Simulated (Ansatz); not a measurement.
CdO (P6₃mc, No. 186, 4 atoms in the cell; start mp-13119; a measured phase of this formula has another space group), treated with PBEsol (Ansatz, an electronic-structure program, plane waves, PAW).

Numerical settings: plane-wave cutoff 520 eV, 18×18×10 k mesh (along the axes of the cell as run), Fermi–Dirac smearing 0.05 eV, scalar-relativistic PAW data made under PBE.

Cell (relaxed at this level):

Space group P6₃mc (No. 186); a = 3.624 Å, b = 3.624 Å, c = 5.659 Å, α = 90.00°, β = 90.00°, γ = 120.00°

```json
[
 {"atom": "Cd", "site": "2b", "symmetry": "3m.", "x": "0.6667", "y": "0.3333", "z": "0.4975"},
 {"atom": "O", "site": "2b", "symmetry": "3m.", "x": "0.3333", "y": "0.6667", "z": "0.3874"}
]
```

Problem. Estimate the bulk modulus that the calculation returns.

Solution. 
- bulk modulus: 96.4 GPa

The run finds no gap.

Note: the bulk modulus is −V dP/dV from two relaxed cells at ±2 % in volume; the relaxation could not lower the start's symmetry, so the cell can be a saddle point above a distorted one.

A start named mp-… is a Materials Project structure, which need not be a measured phase.
